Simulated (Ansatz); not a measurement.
Candidates (primitive cells; geometry: cell and atoms relaxed with PBEsol):
A. ZnS (F-43m), a = b = c = 3.7877 Å, α = β = γ = 60.00°
B. AlP (F-43m), a = 3.868 Å, b = 3.868 Å, c = 3.868 Å, α = 60.00°, β = 60.00°, γ = 60.00°
C. BP (F-43m), a = 3.1962 Å, b = 3.1962 Å, c = 3.1962 Å, α = 60.00°, β = 60.00°, γ = 60.00°
D. InP (F-43m), a = b = c = 4.157 Å, α = β = γ = 60.00°
E. ZnSe (F-43m), a = b = c = 3.9835 Å, α = β = γ = 60.00°

Q: Rank these by Seebeck coefficient, n-type 1e19 cm⁻³ (highest first), as Ansatz (a quantum-chemistry and plane-wave program) with PBEsol, rigid bands gives it.

A: D (-43 μV/K), E (-65 μV/K), A (-104 μV/K), B (-263 μV/K), C (-336 μV/K)

Seebeck coefficients are for the stated density at 300 K, with one relaxation time for all states and whether or not that doping can be reached. Spin-orbit coupling is left out.
